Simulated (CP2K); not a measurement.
Band structure of a sheet of PtS2 (3 atoms in the cell).

```xyz
3
Lattice="3.3540 0.0000 0.0000 -1.6770 2.9047 0.0000 0.0000 0.0000 16.7926" Properties=species:S:1:pos:R:3 pbc="T T T"
Pt     0.0000     0.0000     8.3963
S      0.0000     1.9364     9.7926
S      1.6770     0.9682     7.0000
```

Level of theory: PBE, GPW, DZVP-MOLOPT-SR-GTH basis, GTH-PBE potentials (GTH_POTENTIALS) (CP2K 2026.2).

Settings: CUTOFF = 500 Ry; REL_CUTOFF = 40 Ry; SMEAR/METHOD = FERMI_DIRAC; ELECTRONIC_TEMPERATURE = 1160.45 K; KPOINTS/SCHEME = MONKHORST-PACK 11 11 1; XC_FUNCTIONAL = PBE; Pt/BASIS_SET = DZVP-MOLOPT-SR-GTH-q18; Pt/POTENTIAL = GTH-PBE-q18; S/BASIS_SET = DZVP-MOLOPT-SR-GTH-q6; S/POTENTIAL = GTH-PBE-q6; METHOD = GPW; EPS_DEFAULT = 1e-10; EXTRAPOLATION = USE_GUESS; NGRIDS = 5.

The starting cell was generated: these elements placed on a structure prototype, without a prior relaxation; it need not be a known phase or ordering of this composition. Its lattice was rescaled in the plane by a random factor within 2.5 % of one. Spin-orbit coupling is off. Values carry the incompleteness of an atom-centred basis.

Problem. Predict the gap along the standard path and the places of the band edges.

Solution. The gap along the path is 1.41 eV, from a point between Γ and M to a point between K and Γ; the smallest direct gap on it is 1.73 eV.

Levels in eV from the top of the valence band on the SCF mesh, bands 12 to 16:
| point | 12 | 13 | 14 | 15 | 16 |
|---|---|---|---|---|---|
| Γ | -1.58 | -1.46 | -0.07 | -0.07 | 2.99 |
| M | -2.07 | -1.99 | -1.67 | -1.37 | 2.72 |
| K | -3.03 | -2.27 | -0.77 | -0.77 | 1.94 |

Higher empty bands are left out: an atom-centred basis made for the valence describes them poorly.
